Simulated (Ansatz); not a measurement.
Partial pair distribution functions of a relaxed model of amorphous Si30N40W, broadened by 0.06 Å; density 3.14 g/cm³. Calculation: PBE, scalar-relativistic without spin-orbit coupling (plane waves to 420 eV, PAW; Ansatz, an electronic-structure program). The usual formal charges leave 6 electrons over, so the level spacing at the Fermi energy parts defect or band states and needn't be the band gap.

Preparation: random packing, a CHGNet melt and quench, and a DFT relaxation. N atoms were pushed apart under 1.9 Å during the dynamics, to hinder bonds among them. The hot cell started wider than the set density and was brought back towards it in steps. It is the lowest in DFT energy of 2 quenches. It is a model cell: composition and starting density were chosen by hand, and all elements were melted together. No dispersion term was used. Its density started from a set value of 3.27 and ended at 3.14 g/cm³. The quench (nominally 450 K/ps over its main leg) was far faster than any real one, so the model tends to hold more defects than a real film. Values belong to this one cell and scatter from quench to quench. Volume and shape were free in the relaxation. Stress components on the final sampling reach 0.8 GPa. Cycles of charging lowered its energy after that relaxation.

```tsv
r (Å)	g Si-N	g N-W	g Si-Si	g N-N
1.45	0.00	0.00	0.00	0.00
1.55	0.35	0.00	0.00	0.00
1.65	4.90	0.00	0.00	0.00
1.75	10.06	0.30	0.00	0.00
1.85	4.48	2.76	0.00	0.00
1.95	0.86	1.59	0.00	0.00
2.05	0.28	0.23	0.00	0.00
2.15	0.13	3.17	0.00	0.01
2.25	0.03	5.32	0.03	0.10
2.35	0.00	2.68	0.48	0.33
2.45	0.00	1.48	0.81	0.76
2.55	0.00	0.10	0.87	1.07
2.65	0.03	0.00	0.99	1.84
2.75	0.11	0.00	1.12	2.81
2.85	0.18	0.00	1.94	3.52
2.95	0.24	0.00	2.86	2.60
3.05	0.46	0.00	3.50	1.93
3.15	0.80	0.00	1.85	1.41
3.25	0.96	0.05	1.46	0.97
3.35	1.11	1.19	1.06	0.52
3.45	1.15	2.52	0.58	0.44
3.55	1.13	1.25	0.37	0.47
3.65	1.09	1.23	0.38	0.46
3.75	1.16	0.52	0.19	0.40
3.85	1.35	0.55	0.13	0.65
3.95	1.51	2.05	0.41	0.79
4.05	1.67	2.20	0.65	0.66
4.15	1.62	1.83	0.76	0.57
4.25	1.48	2.01	0.82	0.59
4.35	1.19	1.14	0.76	0.85
4.45	1.17	0.34	0.67	0.91
4.55	1.20	0.48	1.07	0.85
```

Within 2.26 Å each Si has 3.93 N neighbours on average.
